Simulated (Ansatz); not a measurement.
Start from TlBr in the CsCl type structure (space group Pm-3m, No. 221; a = 3.840 Å). Axes: x, y, z lie along the cube axes.

Method: LDA/PAW in Ansatz (a program for electronic structure), spin-orbit coupling left out.

Strains are applied to the cell and any free atomic positions relax; under biaxial strain the out-of-plane vector relaxes too.

One change was made to it. Results:

| quantity | base | after |
|---|---|---|
| energy relative to the base (free energy F) | 0 meV/atom | +5.8 meV/atom |
| pressure (mean of the normal stresses, compression positive) | -0.01 GPa | 0.87 GPa |
| shortest interatomic distance | 3.325 Å | 3.263 Å |
| band gap | 1.37 eV | 1.15 eV |

Problem. What was done to the base?
A. biaxial strain +1.25 %, plane normal [111], relaxed out of plane
B. biaxial strain −2.08 %, plane normal [111], relaxed out of plane
C. biaxial strain −2.50 %, plane normal [111], relaxed out of plane

Solution. C, biaxial strain −2.50 %, plane normal [111], relaxed out of plane. For comparison, the band gap in the other runs: biaxial strain +1.25 %, plane normal [111], relaxed out of plane gives 1.40 eV; biaxial strain −2.08 %, plane normal [111], relaxed out of plane gives 1.21 eV.

Spin-orbit coupling, missing from the scalar runs, can matter with Tl. No phonon test of stability was made.
